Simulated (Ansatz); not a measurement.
The starting structures come from a database of crystals and need not be the phases stable at ambient conditions.

 Where the default PAW files enter, the runs use the earlier of Ansatz's two default sets.

## Evanescent states of SrNiF6 (R-3m, not sure to be the ambient phase, 8 atoms a cell, 12.0 Å³ an atom) along the normal of (100)

Level of theory: r2SCAN (plane waves, PAW; Ansatz, a program for electronic structure).

The gap is the functional's own. No spin-orbit coupling. Mid-gap values are interpolated on the energy grid.

Energies count from the valence-band top; κ is the least over a 6×4 mesh across the current.

```csv
E (eV),κ (1/Å),where
0.06,0.221,off Γ
0.17,0.382,off Γ
0.28,0.411,Γ
0.39,0.417,Γ
0.49,___,Γ
0.60,___,Γ
0.71,___,Γ
0.82,___,Γ
0.94,___,Γ
1.04,___,Γ
1.16,___,Γ
1.26,___,Γ
1.38,0.382,Γ
1.49,___,Γ
1.59,___,Γ
1.71,0.311,Γ
1.81,0.271,Γ
1.93,0.212,Γ
2.04,0.096,Γ
```

Task: Some entries are withheld; supply them.

Result: 
- 0.49, κ (1/Å): 0.421
- 0.60, κ (1/Å): 0.424
- 0.71, κ (1/Å): 0.424
- 0.82, κ (1/Å): 0.423
- 0.94, κ (1/Å): 0.420
- 1.04, κ (1/Å): 0.414
- 1.16, κ (1/Å): 0.406
- 1.26, κ (1/Å): 0.396
- 1.49, κ (1/Å): 0.364
- 1.59, κ (1/Å): 0.341
